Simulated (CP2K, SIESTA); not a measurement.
A CP2K input for a self-consistent single point of Al₃Sc (Pm-3m, 4 atoms in the cell) (DFT PBEsol, GPW, DZVP-MOLOPT-SR-GTH basis, GTH-PBE potentials (GTH_POTENTIALS)):

```
&GLOBAL
  PROJECT al3sc
  RUN_TYPE ENERGY_FORCE
  PRINT_LEVEL MEDIUM
&END GLOBAL
&FORCE_EVAL
  METHOD Quickstep
  STRESS_TENSOR ANALYTICAL
  &DFT
    BASIS_SET_FILE_NAME BASIS_MOLOPT
    POTENTIAL_FILE_NAME GTH_POTENTIALS
    &QS
      METHOD GPW
      EPS_DEFAULT 1E-10
    &END QS
    &MGRID
      CUTOFF 600
      REL_CUTOFF 50
      NGRIDS 5
    &END MGRID
    &SCF
      SCF_GUESS ATOMIC
      EPS_SCF 1E-7
      MAX_SCF 100
      ADDED_MOS 5
      &DIAGONALIZATION
        ALGORITHM STANDARD
      &END DIAGONALIZATION
      &MIXING
        METHOD BROYDEN_MIXING
        ALPHA 0.3
        NBUFFER 12
        BETA 1.5
      &END MIXING
      &SMEAR ON
        METHOD FERMI_DIRAC
        ELECTRONIC_TEMPERATURE [K] 1578.21
      &END SMEAR
    &END SCF
    &KPOINTS
      SCHEME MONKHORST-PACK 7 7 7
    &END KPOINTS
    &XC
      &XC_FUNCTIONAL
        &PBE
          PARAMETRIZATION PBESOL
        &END PBE
      &END XC_FUNCTIONAL
    &END XC
    &PRINT
      &MO
        EIGENVALUES T
        OCCUPATION_NUMBERS T
        NDIGITS 8
        FILENAME mo
        &EACH
          QS_SCF 0
        &END EACH
        ADD_LAST NUMERIC
      &END MO
      &MULLIKEN ON
      &END MULLIKEN
    &END PRINT
  &END DFT
  &SUBSYS
    &CELL
      A 4.02579000 0.00000000 0.00000000
      B 0.00000000 4.02579000 0.00000000
      C 0.00000000 0.00000000 4.02579000
      PERIODIC XYZ
    &END CELL
    &COORD
      SCALED
      Sc       0.00000000     0.00000000     0.00000000
      Al       0.00000000     0.50000000     0.50000000
      Al       0.50000000     0.00000000     0.50000000
      Al       0.50000000     0.50000000     0.00000000
    &END COORD
    &KIND Sc
      BASIS_SET DZVP-MOLOPT-SR-GTH-q11
      POTENTIAL GTH-PBE-q11
    &END KIND
    &KIND Al
      BASIS_SET DZVP-MOLOPT-SR-GTH-q3
      POTENTIAL GTH-PBE-q3
    &END KIND
  &END SUBSYS
  &PRINT
    &FORCES ON
    &END FORCES
    &STRESS_TENSOR ON
    &END STRESS_TENSOR
  &END PRINT
&END FORCE_EVAL
```

**Question.** Write the same calculation as an input for SIESTA.

**Answer.** This is the input that was run; spellings and numerical settings could be chosen otherwise.

```
# files in the folder: Sc.psml Al.psml (PseudoDojo PBEsol standard)
SystemName  Al3Sc
SystemLabel siesta

NumberOfAtoms                4
NumberOfSpecies              2
%block ChemicalSpeciesLabel
  1 21 Sc
  2 13 Al
%endblock ChemicalSpeciesLabel
LatticeConstant              4.025790 Ang
%block LatticeVectors
     1.000000000    0.000000000    0.000000000
     0.000000000    1.000000000    0.000000000
     0.000000000    0.000000000    1.000000000
%endblock LatticeVectors
AtomicCoordinatesFormat      Fractional
%block AtomicCoordinatesAndAtomicSpecies
     0.000000000    0.000000000    0.000000000  1
     0.000000000    0.500000000    0.500000000  2
     0.500000000    0.000000000    0.500000000  2
     0.500000000    0.500000000    0.000000000  2
%endblock AtomicCoordinatesAndAtomicSpecies

XC.functional                GGA
XC.authors                   PBEsol
PAO.BasisSize                DZP
PAO.EnergyShift              0.01 Ry
MeshCutoff                   300 Ry
%block kgrid.MonkhorstPack
    7   0   0  0.0
    0   7   0  0.0
    0   0   7  0.0
%endblock kgrid.MonkhorstPack
OccupationFunction           FD
ElectronicTemperature        136.0 meV

MaxSCFIterations             150
SCF.Mixer.Method             Broyden
SCF.Mixer.Weight             0.2
SCF.Mixer.History            6
SCF.DM.Tolerance             1.0E-05
Diag.ParallelOverK           true
WriteForces                  true
Charge.Mulliken              end
```

Basis, cutoffs, solver keys and any potentials are the target program's own. This input uses DFT, GGA PBEsol, numerical atomic orbitals DZP, PseudoDojo PBEsol standard norm-conserving potentials (rewritten from UPF to PSML). Both were run: pressure 4.39 GPa in CP2K and 2.65 in SIESTA.

On SIESTA: the starting cell has typed, rounded lattice constants, without a prior relaxation at this level. Its lattice was rescaled by a random factor within 2.5 % of one. Values carry the incompleteness of an atom-centred basis.

On CP2K: the starting cell has typed, rounded lattice constants, without a prior relaxation at this level. Its lattice was rescaled by a random factor within 2.5 % of one. Values carry the incompleteness of an atom-centred basis. The potentials were made for another functional than the one used. With a pressure of about 4 GPa the cell is away from its equilibrium volume at this level.
